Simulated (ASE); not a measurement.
Pair distribution function (B-B) of ZrB2 (AlB2 type), cell Zr36B72, with the crystal as the starting point [in the run: it stayed crystalline; mean temperature 298 K (target 300 K); density 5.98 g/cm³], from MD at 298 K. The numbers are results of the machine-learned potential CHGNet 0.3.0 in ASE, not measurements. Volume per atom 10.44 Å³, mean pressure 0.1 GPa. 

```
r (Å) | g(r)
     1.10 |  0.00
     1.14 |  0.00
     1.18 |  0.00
     1.22 |  0.00
     1.26 |  0.00
     1.30 |  0.00
     1.34 |  0.00
     1.38 |  0.00
     1.42 |  0.00
     1.46 |  0.00
     1.50 |  0.00
     1.54 |  0.00
     1.58 |  0.00
     1.62 |  0.01
     1.66 |  0.06
     1.70 | #### 0.72
     1.74 | ############ 2.54
     1.78 | ######################## 4.89
     1.82 | ############################## 6.12
     1.86 | ########################### 5.43
     1.90 | ################### 3.96
     1.94 | ########### 2.17
     1.98 | ##### 1.09
     2.02 | ## 0.35
     2.06 | # 0.13
     2.10 |  0.04
     2.14 |  0.01
     2.18 |  0.00
     2.22 |  0.00
     2.26 |  0.00
     2.30 |  0.00
     2.34 |  0.00
     2.38 |  0.00
     2.42 |  0.00
     2.46 |  0.00
     2.50 |  0.00
     2.54 |  0.00
     2.58 |  0.00
     2.62 |  0.00
     2.66 |  0.00
     2.70 |  0.00
     2.74 |  0.00
     2.78 |  0.00
     2.82 |  0.00
     2.86 |  0.00
     2.90 |  0.01
     2.94 |  0.03
     2.98 | # 0.13
     3.02 | ## 0.41
     3.06 | ##### 1.04
     3.10 | ########## 1.97
     3.14 | ############## 2.94
     3.18 | ################# 3.46
     3.22 | ################ 3.30
     3.26 | ############ 2.54
     3.30 | ####### 1.47
     3.34 | #### 0.81
     3.38 | ## 0.47
     3.42 | ## 0.45
     3.46 | ### 0.60
     3.50 | #### 0.86
     3.54 | ##### 1.12
     3.58 | ####### 1.34
     3.62 | ######## 1.57
     3.66 | ######## 1.67
     3.70 | ####### 1.52
     3.74 | ###### 1.20
     3.78 | #### 0.90
     3.82 | #### 0.75
     3.86 | #### 0.83
     3.90 | ###### 1.27
     3.94 | ######## 1.67
     3.98 | ######### 1.91
     4.02 | ######### 1.88
     4.06 | ######## 1.55
     4.10 | ##### 1.11
     4.14 | ### 0.63
     4.18 | # 0.30
     4.22 | # 0.14
     4.26 |  0.04
     4.30 |  0.01
     4.34 |  0.00
     4.38 |  0.00
     4.42 |  0.00
     4.46 |  0.01
     4.50 |  0.03
     4.54 | # 0.12
     4.58 | ## 0.35
     4.62 | #### 0.76
     4.66 | ####### 1.45
```

Problem. Read off where the first shell ends and the number of neighbours in it.

Solution. g is nil from 2.2 to 2.9 Å, so any cut there serves; 3.0 B round each B in the shell, from n = 4πρ∫r²g(r)dr.
